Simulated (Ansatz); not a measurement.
**fcc Au (1 1 1) on beta Ga2O3 (-2 0 1) (film strained to the substrate, faces as cut)**

A periodic stack without vacuum, fcc Au (1 1 1) on beta Ga2O3 (-2 0 1) (film strained to the substrate, faces as cut): substrate slab Ga10O12, film Au12, surface cells [[-2, -1], [-1, -1]] and [[0, -1], [3, -2]], film strained by -2.0 and +4.9 %, faces Ga/Ga and Au/Au as cut (like faces can put a slab off its formula).

The start was prepared with a machine-learned potential, and the result is one local minimum, with the in-plane cell held and forces under 0.04 eV/Å; the film can end far from its bulk form.

All values below come from PBE (plane waves to 420 eV, PAW; Ansatz, a quantum-chemistry and plane-wave program). Scalar-relativistic, without spin–orbit coupling; the runs are not spin-polarised; PBE gaps are too small against experiment. Its k-point mesh 10×4×1, Fermi–Dirac width 0.05 eV.

- interface area: 23.1 Å²
- period: 20.86 Å
- gaps between the outermost planes at the two interfaces: 2.01 and 2.01 Å
- Au–Ga contacts across the interfaces within 1.22 times the sum of covalent radii: 12, mean 2.69 Å

```
CELL_PARAMETERS angstrom
      3.08241     0.00141    -0.07953
      1.54542     7.47776     0.25673
      0.60690     0.21684    20.87358
ATOMIC_POSITIONS crystal
  Ga 0.78715 0.06428 0.05024
  Ga 0.09462 0.44506 0.04870
  Ga 0.44326 0.74816 0.13773
  Ga 0.68294 0.27038 0.18898
  Ga 0.02903 0.57483 0.27772
  Ga 0.34404 0.94492 0.27720
  Ga 0.69041 0.24943 0.36592
  Ga 0.92907 0.77127 0.41715
  Ga 0.27680 0.07453 0.50619
  Ga 0.58519 0.45526 0.50465
  O  0.32799 0.98118 0.10236
  O  0.79638 0.04224 0.22858
  O  0.45966 0.71481 0.22809
  O  0.66648 0.30436 0.09730
  O  0.12517 0.38487 0.21550
  O  0.99797 0.63999 0.10790
  O  0.57675 0.47760 0.32638
  O  0.04472 0.53819 0.45245
  O  0.70606 0.21524 0.45757
  O  0.91283 0.80497 0.32683
  O  0.37447 0.87935 0.44703
  O  0.24816 0.13501 0.33940
  Au 0.49663 0.63700 0.60735
  Au 0.83437 0.96031 0.60315
  Au 0.16161 0.30661 0.60258
  Au 0.62020 0.38416 0.72094
  Au 0.95218 0.72040 0.72148
  Au 0.28486 0.05451 0.71971
  Au 0.74304 0.13678 0.83389
  Au 0.07846 0.46653 0.83519
  Au 0.41270 0.80042 0.83341
  Au 0.87048 0.88386 0.94740
  Au 0.20578 0.21438 0.95216
  Au 0.53234 0.56066 0.95196
```
